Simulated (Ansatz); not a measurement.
Effect of uniaxial strain ε_xx = −1.20 % on MoS2

Base system: MoS$_{2}$ (space group P6_3/mmc, No. 194; a = 3.109 Å, c = 11.709 Å; layered, stacked along the Cartesian z axis). Axes: x lies along a and z along c of the hexagonal cell.

It is then changed as follows: uniaxial strain ε_xx = −1.20 %, all other strain components held at zero, atoms relaxed at fixed cell.

The values are results of PBEsol-D3(BJ) in Ansatz (plane waves to 420 eV, PAW, spin-orbit coupling left out), not measurements. Γ-centred 12×12×3 mesh, Fermi–Dirac width 0.05 eV.

The volume per atom shrinks by 0.20 Å³ to 16.14 Å³ and the shortest interatomic distance shrinks by 0.0066 Å to 2.374 Å. The energy increases by 1.9 meV/atom and the pressure (mean of the normal stresses, compression positive) goes from zero to 1.39 GPa. The band gap shrinks by 0.01 eV (0.52 eV → 0.51 eV) and the gap character amounts to indirect, Γ → Σ₀–Γ (44 % along). The smallest direct gap rises by 0.07 eV (1.79 eV → 1.86 eV) and the electron mass comes out as 0.46 mₑ along x, 0.60 mₑ along y, 0.42 mₑ along z (off the special points). The hole mass becomes 0.56 mₑ along x, 0.49 mₑ along y, 1.1 mₑ along z (at Γ) (base: 1.1 mₑ along c, 0.50 mₑ across (at Γ)) and the valence-band top at Γ (three highest levels, from the VBM) goes from 0.00, -0.96, -1.60 eV to 0.00, -0.97, -1.66 eV. The stress (xx, yy, zz, yz, xz, xy; compression positive) comes out as (3.23, 0.71, 0.24, 0.00, 0.00, 0.00) GPa.

Final structure:

```
MoS2
1.0
    3.07169     0.00000     0.00000
   -1.53584     2.69247     0.00000
    0.00000     0.00000    11.70898
Mo S
2 4
Direct
  0.66703   0.33406   0.25000
  0.33297   0.66594   0.75000
  0.66555   0.33111   0.88403
  0.33445   0.66889   0.38403
  0.33445   0.66889   0.11597
  0.66555   0.33111   0.61597
```

Cost of the whole job for the changed cell (relaxation, final SCF and bands): very roughly 80 core-seconds.

Effective masses come from finite differences of ±0.01 Å⁻¹. No phonon test of stability was made. Labels are those of the standard path for the cell's own space group.

Ansatz is a program for electronic structure.
